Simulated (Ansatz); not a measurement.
Sr3P2 (model structure, started from the A-La2O3 type, P-3m1, No. 164, 5 atoms in the cell) was calculated with r²SCAN in Ansatz (PAW).

Settings: plane-wave cutoff 560 eV, 12×12×6 k mesh (along the axes of the cell as run), Fermi–Dirac smearing 0.01 eV, scalar-relativistic PAW data made under PBE.

Cell (relaxed with PBEsol):

Space group P-3m1 (No. 164); a = 5.085 Å, b = 5.085 Å, c = 6.576 Å, α = 90.00°, β = 90.00°, γ = 120.00°

```tsv
atom	site	symmetry	x	y	z
P	2d	3m.	0.3333	0.6667	0.2157
Sr	1a	-3m.	0.0000	0.0000	0.0000
Sr	2d	3m.	0.6667	0.3333	0.3134
```

Question: Give the computed band gap, smallest direct gap on the k points sampled and direct gap at Γ.

Answer: 
- band gap = 0.87 eV
- smallest direct gap on the k points sampled = 1.46 eV
- direct gap at Γ = 1.64 eV

Note: the relaxation could raise the start's symmetry but not lower it, so the cell can be a saddle point; cell and atoms aren't relaxed at this level (largest force component 0.06 eV/Å, pressure 1.7 GPa).

Spin–orbit coupling is not included.

A model structure was made by putting elements into a prototype or built by hand; it is no filed structure, need not be a known phase, and can be a saddle point held by its symmetry.

Ansatz is a first-principles code.
